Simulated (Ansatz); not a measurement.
**MoS2: pressure series**

Base system: MoS2 in the 2H-MoS2 type structure (space group P6_3/mmc, No. 194; a = 3.109 Å, c = 11.709 Å; layered, stacked along the Cartesian z axis).

Cell and atoms are relaxed at each pressure.

All numbers come from Ansatz (a quantum-chemistry and plane-wave program) PBEsol-D3(BJ), no SOC.

Candidates:
(a) pressure −1 GPa
(b) pressure 7 GPa
(c) pressure 100 GPa
(d) pressure 15 GPa

For the base:

```
Property   Result
---------  ------
c/a ratio   3.766
```

### Question
Order them by c/a ratio, lowest first.

### Answer
(d) pressure 15 GPa (3.641), (b) pressure 7 GPa (3.675), (c) pressure 100 GPa (3.707), (a) pressure −1 GPa (3.794)

The mesh was chosen for an insulator and is coarse for the gapless case. Load acts through the strain it causes; cell and atoms are relaxed under it. Stability against distortions was not tested. Competing high-pressure phases were not computed. All final runs are without spin polarisation.
